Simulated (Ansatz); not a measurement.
## Competing hops of interstitial Cu in alpha quartz, charge state +1

Defect migration in alpha quartz: interstitial Cu, charge state +1. Level of theory: PBE, PAW (plane waves to 420 eV; Ansatz, an electronic-structure program).

72-site cell at the relaxed PBE lattice, the Γ point alone, smearing 0.01 eV, spin-restricted, no finite-size correction. Static, classical nuclei. The charge state is imposed; whether it is stable for some Fermi level was not computed. Sites that were not tried may lie lower.

Barriers: single points on a 2×2×2 k-point mesh shifted by half a step along c at the bands' geometries.

```json
[
 {"Route": "Cu moves alone to another site", "Start site over the lowest site run (eV)": "0.00", "Hop (Å)": "1.86", "Forward barrier (eV)": "0.09", "Backward barrier (eV)": "0.09", "Neighbours at the start": "2 O at 1.92 Å", "Neighbours at the saddle": "O at 2.02, O at 2.04, O at 2.15, O at 2.29 Å", "Saddle order": "not checked", "Forward, on the band's own sampling (eV)": "0.09"}
]
```

Paths come from CI-NEB runs.
